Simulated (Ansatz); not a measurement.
Start from CsSnI₃ in the cubic perovskite structure (space group Pm-3m, No. 221).

```
CsSnI3
1.0
    6.22511     0.00000     0.00000
    0.00000     6.22511     0.00000
    0.00000     0.00000     6.22511
Cs Sn I
1 1 3
Direct
  0.00000   0.00000   0.00000
  0.50000   0.50000   0.50000
  0.00000   0.50000   0.50000
  0.50000   0.50000   0.00000
  0.50000   0.00000   0.50000
```

Cartesian axes are those of the cell as printed.

All numbers come from r2SCAN (Ansatz, an electronic-structure program), no spin-orbit coupling, earlier PAW set.

Strains are applied to the cell and any free atomic positions relax; under biaxial strain the out-of-plane vector relaxes too.

One change was made to it. Results:

The pressure goes from zero to 4.8 GPa; the band gap changes from 0.46 eV to zero; the energy increases by 99 meV/atom.

Q: Which change produced these results?
(A) biaxial strain −1.65 %, plane normal [001], relaxed out of plane
(B) isotropic strain −5.83 %
(C) biaxial strain −0.17 %, plane normal [001], relaxed out of plane

A: B, isotropic strain −5.83 %. For comparison, the band gap in the other runs: biaxial strain −0.17 %, plane normal [001], relaxed out of plane gives 0.44 eV; biaxial strain −1.65 %, plane normal [001], relaxed out of plane gives 0.21 eV.

A case with no gap was solved on a k-mesh chosen for an insulator, which is coarse for it. Spin-orbit coupling, missing from the scalar runs, can matter with I. Stability against distortions was not tested. The final runs are not spin-polarised. Many cubic perovskites are stable only at high temperature; tilts and polar distortions were not tested. The zero or small gap of CsSnI3 under isotropic strain −5.83 % and CsSnI3 under biaxial strain −1.65 %, plane normal [001], relaxed out of plane can change with the level of theory.
